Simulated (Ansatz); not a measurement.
Si on the In site (Si_In) in bixbyite In2O3

These are PBE, PAW (plane waves to 420 eV; Ansatz, a quantum-chemistry and plane-wave program) values and carry that method's errors. A supercell of 80 sites (1×1×1 repeats of a cell of 80 atoms) was used; the energies come from a 2×2×2 Γ-centred sampling of its zone. Site at the start: the In(2) site. Charged cells carry a point-charge image correction with potential alignment at far atoms. Dielectric constants: PBE linear response of the host. Host gap at this level: 0.94 eV. A cell of this size leaves errors of a few tenths of an eV. PBE underestimates the host's gap, which shifts levels and can delocalise carriers. Spin–orbit coupling is left out, which matters for these heavy elements. Each state is the lowest found from its start.

Formation energies E_f are given with the Fermi level at the valence-band maximum. Chemical conditions: In-rich (Δμ(In) = 0.00 eV, Δμ(Si) = -3.16 eV, bounded by alpha cristobalite; only phases computed here count, gases as isolated molecules at 0 K); O-rich (Δμ(In) = -3.89 eV, Δμ(Si) = -8.35 eV, bounded by alpha cristobalite; only phases computed here count, gases as isolated molecules at 0 K). Reference phases: In: tetragonal indium, Si: silicon.

Charges with a result: +1, 0, −1. Others weren't obtained, and one of them could lie lower, also by skipping a charge.

```json
[
 {"charge": "+1", "moment (μB)": "not spin-polarised", "point group": "C3i", "largest move off a lattice site (Å)": "0.35", "image correction with alignment (eV)": "0.01", "E_f, In-rich (eV)": "-0.16", "E_f, O-rich (eV)": "1.14"},
 {"charge": "0*", "moment (μB)": "quenched", "point group": "C3i", "largest move off a lattice site (Å)": "0.35", "image correction with alignment (eV)": "–", "E_f, In-rich (eV)": "–", "E_f, O-rich (eV)": "–"},
 {"charge": "−1†", "moment (μB)": "not spin-polarised", "point group": "–", "largest move off a lattice site (Å)": "0.36", "image correction with alignment (eV)": "0.20", "E_f, In-rich (eV)": "–", "E_f, O-rich (eV)": "–"}
]
```

* At this level the carrier isn't localised at the defect: at charge 0 electrons occupy the conduction band. Such a state is shallow or no state of the defect, and this cell gives it no level.

† Not settled in this cell, so no level is given: charge −1: carriers not clearly localised, level within 0.1 eV of a band edge or past it.

Point groups are those of the whole cell at tolerances of 0.03 and 0.1 Å ("near" where only the looser one holds); none is given for unsettled states.

Starting moments that weren't kept: charge 0 began with 1 μB and ended with 0.0.

Flagged in the runs: a doubtful potential alignment, a host whose relaxation on this sampling wasn't shown to rest, host ions not shown at rest.

All states together cost roughly 70 core-minutes.
